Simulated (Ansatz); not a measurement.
Start from Ag in the fcc (Cu type) structure (space group Fm-3m, No. 225; relaxed with 0.1 eV smearing).

```
CELL_PARAMETERS angstrom
      0.00000     2.07447     2.07447
      2.07447     0.00000     2.07447
      2.07447     2.07447     0.00000
ATOMIC_POSITIONS crystal
  Ag 0.00000 0.00000 0.00000
```

Cartesian axes are those of the cell as printed.

Method: PBE (Ansatz, an electronic-structure program), no spin-orbit coupling, earlier PAW set.

Perturbation: an isotropic linear strain of +2.32 %; the atoms relax in the strained cell.

Problem. Predict the stress tensor and what it implies for the stiffness.

Solution. Stress of the strained cell less that of the base (GPa, compression positive):
```
   -5.1     0.0     0.0
    0.0    -5.1     0.0
    0.0     0.0    -5.1
```

Then B = −ΔP/(ΔV/V₀) with ΔV/V₀ = 0.0712 gives secant stiffness values (nonlinear terms included at this strain): B ≈ 72 GPa.

As a check, the harmonic strain energy −½ V₀ Δσ:ε is 20 meV/atom; the computed energy rise is 22 meV/atom.

No phonon test of stability was made.
